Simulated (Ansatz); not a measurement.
## A computed series for ScCl3: pressure series

Consider ScCl3 (space group R-3, No. 148; a = 6.3474 Å, c = 17.5805 Å (hexagonal axes); layered, stacked along the Cartesian z axis).

Cell and atoms are relaxed at each pressure.

Calculations: Kohn–Sham DFT with the r2SCAN+rVV10 functional, run in Ansatz (a quantum-chemistry and plane-wave program) with PAW and 500 eV plane waves, no SOC.

Two rows of this table had their results exchanged by mistake.

```csv
pressure,volume per atom (Å³),shortest distance (Å),band gap
pressure 1.8 GPa,20.19,2.426,3.38 eV
pressure 4.2 GPa,22.02,2.453,3.66 eV
pressure 9 GPa,23.54,2.470,3.86 eV
pressure 18 GPa,18.22,2.385,3.01 eV
pressure 30 GPa,16.61,2.342,2.66 eV
pressure 45 GPa,15.28,2.299,2.33 eV
pressure 60 GPa,14.31,2.263,2.07 eV
```

### Question
Which two?

### Answer
The rows for pressure 1.8 GPa and pressure 9 GPa: the volume has to fall steadily with pressure, so 23.54 Å³ belongs to pressure 1.8 GPa and 20.19 Å³ to pressure 9 GPa.

Load acts through the strain it causes; cell and atoms are relaxed under it. No phonon test of stability was made. No other phases were tried under pressure. The final runs are not spin-polarised.
